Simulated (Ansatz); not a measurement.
We consider TiGe (model structure, started from the WC type, P-6m2, No. 187, 2 atoms in the cell), described by HSE06 (PAW; Ansatz, an electronic-structure program).

Numerical settings: plane-wave cutoff 500 eV, 12×12×10 k mesh (along the axes of the cell as run), Fermi–Dirac smearing 0.05 eV, no spin polarisation, scalar-relativistic PAW data made under PBE.

Cell (relaxed with r²SCAN):

```yaml
crystal:
  lattice:
    - [3.94410, 0.00000, 0.00000]
    - [-1.97205, 3.41569, 0.00000]
    - [0.00000, 0.00000, 2.79293]
  atoms:
    - { symbol: Ti, position: [0.00000, 0.00000, 0.00000] }
    - { symbol: Ge, position: [0.66667, 0.33333, 0.50000] }
```

Question: Estimate the band gap that the calculation returns.

Answer: 
band gap: 0.31 eV (on the SCF k mesh)

Note: exact exchange on metals is sensitive to the k mesh and can open a false gap; the relaxation could raise the start's symmetry but not lower it, so the cell can be a saddle point; cell and atoms aren't relaxed at this level (pressure -0.9 GPa).

Spin–orbit coupling is not included.

Static lattice: no zero-point or thermal effects.

A model structure was made by putting elements into a prototype or built by hand; it is no filed structure, need not be a known phase, and can be a saddle point held by its symmetry.
